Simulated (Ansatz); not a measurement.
Take AlN in the wurtzite structure (space group P6_3mc, No. 186; a = 3.107 Å, c = 4.979 Å) as the base.

Levels (all Ansatz, a first-principles code, PAW): r2SCAN (500 eV, no spin-orbit coupling); HSE06 (420 eV, without spin-orbit coupling).

Levels that relaxed their own cell: r2SCAN.

| level | band gap | lattice parameter a | lattice parameter c |
|---|---|---|---|
| r2SCAN | 4.88 eV | 3.107 Å | 4.979 Å |
| HSE06 | 5.60 eV | – | – |

### Question
From these computed values, estimate the measured ones, and say how each level misses.

### Answer
Measured: band gap 6.51 eV (static lattice; corrected from measurement; as listed in Martin Feneberg et al., Physical Review B (2010)); lattice parameter a 3.1113 Å (0 K or low temperature; as listed in arXiv:1206.3780); lattice parameter c 4.9793 Å (0 K or low temperature; as listed in arXiv:1206.3780). Computed minus measured — band gap: r2SCAN -1.63 eV, HSE06 -0.91 eV (closest: HSE06); lattice parameter a: r2SCAN -0.1 %; lattice parameter c: r2SCAN -0.0 %. Measured values not marked as corrected hold thermal and zero-point effects that the static-lattice runs lack. A measured gap can be an optical one, lowered by exciton binding.

Single points use the geometry relaxed with r2SCAN. Whether these cells are dynamically stable was not tested.
